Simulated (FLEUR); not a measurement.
A self-consistent single point of MgSb (R-3m, 2 atoms in the cell) with FLEUR.

Method of the run: FLEUR with LDA (Vosko-Wilk-Nusair), all-electron FLAPW (FLEUR), scalar-relativistic valence.

```
CELL_PARAMETERS angstrom
      1.91954     1.10825     4.01831
     -1.91954     1.10825     4.01831
      0.00000    -2.21649     4.01831
ATOMIC_POSITIONS crystal
  Mg 0.00000 0.00000 0.00000
  Sb 0.50000 0.50000 0.50000
```

Reference input (self-consistent single point, DFT, LDA (Vosko-Wilk-Nusair), all-electron FLAPW (FLEUR), scalar-relativistic valence): Kmax = 3.9 1/bohr; GmaxXC = 13.7 1/bohr; xcFunctional = vwn; jspins = 1; l_soc = F; mode = gauss; fermiSmearingEnergy = 0.00499791 Htr; mesh (inpgen div1-3) = 12 12 12; inpgen gamma flag = true; Gmax = 13.7 1/bohr; numbands = 0; maxIterBroyd = 40. This run's input differs from it in these lines:

```diff
@@ -15,3 +15,3 @@
 &exco xctyp='vwn' /
-&kpt div1=12 div2=12 div3=12 gamma=t /
+&kpt div1=5 div2=5 div3=5 /
 &end /
```

Log, with long lists cut:

```
 Iteration:     1   Distance:       3.68181813 me/bohr^3
 Iteration:     2   Distance:       3.44952826 me/bohr^3
 Iteration:     3   Distance:       1.29535635 me/bohr^3
 Iteration:     4   Distance:       0.52613657 me/bohr^3
 Iteration:     5   Distance:       0.44656863 me/bohr^3
   [... 5 lines left out ...]
 Iteration:    11   Distance:       0.00022177 me/bohr^3
 Iteration:    12   Distance:       0.00004376 me/bohr^3
 Iteration:    13   Distance:       0.00003646 me/bohr^3
 Iteration:    14   Distance:       0.00000279 me/bohr^3
 Run finished successfully
 Stop message:
   Structural relaxation: Done

[file out, last iteration]
             iter=     15
[...]
          total density-effective poten   -1.1061391705E+04
          total charge density-energy d   -1.8085010778E+02
 Updated energy parameters for spin:           1
[...]
 fermi energy and band-weighting factors:

[...]
FERMIE:
          first approx. to ef    (T=0)  :   0.202732 htr   (energy of the highest occ. eigenvalue)
          number of occ. states  (T=0)  :        233
          first approx. to seigv (T=0)  : -21.424126 htr
          sum of weights of occ. states :  12.536000
          sum of semicore charge        :   0.000000 e
          fermi energy=   0.20337 har   work function=  -5.53403 ev
          number of valence electrons=  25.00000
     band-weighting factor for spin=    1
   [... lines left out ...]
          total moment                 =     0.00000
 Direct bandgap for spin            1 :    2.0017694674724418E-002  Htr
 ---->    free energy=                     -6677.7445837632 htr
   [... lines left out ...]
      extrapolation for T->0
 ---->    total electron energy=           -6677.7445837632 htr
 ***** TOTAL FORCES ON ATOMS *****
 TOTAL FORCE FOR ATOM TYPE=  1  X=  0.000   Y=  0.000   Z=  0.000
                       FX_TOT= 0.000000 FY_TOT= 0.000000 FZ_TOT= 0.000000
 TOTAL FORCE FOR ATOM TYPE=  2  X=  0.000   Y=  0.000   Z= 11.390
                       FX_TOT= 0.000000 FY_TOT= 0.000000 FZ_TOT= 0.000000
 Structural relaxation: Done
```

The run converged in 14 iterations. FLEUR gives forces in its relaxation mode, with a further iteration, so its stop message speaks of a relaxation. Against the reference run the total energy goes down by 35.4 meV/atom.

The starting cell comes from a database of computed structures (which also holds hypothetical and non-ambient phases and stackings), without a prior relaxation at this level. Spin-orbit coupling is off. Values depend on the basis (sphere radii, cutoffs, local orbitals), which need not be converged. The log's line on a gap gives a spacing of levels on this mesh, which the program prints for metals too.
